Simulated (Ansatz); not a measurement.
**C, response to strain**

Base system: C in the diamond structure (space group Fd-3m, No. 227).

```yaml
crystal:
  lattice:
    - [0.00000, 1.78014, 1.78014]
    - [1.78014, 0.00000, 1.78014]
    - [1.78014, 1.78014, 0.00000]
  atoms:
    - { symbol: C, position: [0.00000, 0.00000, 0.00000] }
    - { symbol: C, position: [0.25000, 0.25000, 0.25000] }
```

Cartesian axes are those of the cell as printed.

Strains are applied to the cell and any free atomic positions relax; under biaxial strain the out-of-plane vector relaxes too.

Calculations: r2SCAN/PAW in Ansatz (a first-principles code), no SOC.

Notes on the quantities. pressure: mean of the normal stresses, compression positive.

```csv
case,band gap,pressure
base,4.36 eV,0.01 GPa
"biaxial strain −3.00 %, plane normal [001], relaxed out of plane",…,27.05 GPa
"biaxial strain −2.50 %, plane normal [001], relaxed out of plane",4.04 eV,22.11 GPa
"biaxial strain −2.00 %, plane normal [001], relaxed out of plane",4.11 eV,17.36 GPa
"biaxial strain −1.50 %, plane normal [001], relaxed out of plane",4.17 eV,12.77 GPa
"biaxial strain −1.00 %, plane normal [001], relaxed out of plane",4.24 eV,…
"biaxial strain −0.50 %, plane normal [001], relaxed out of plane",4.30 eV,4.10 GPa
```

### Question
Fill in the withheld entries from the trend.

### Answer

- biaxial strain −3.00 %, plane normal [001], relaxed out of plane, band gap: 3.97 eV
- biaxial strain −1.00 %, plane normal [001], relaxed out of plane, pressure: 8.36 GPa

No phonon test of stability was made.
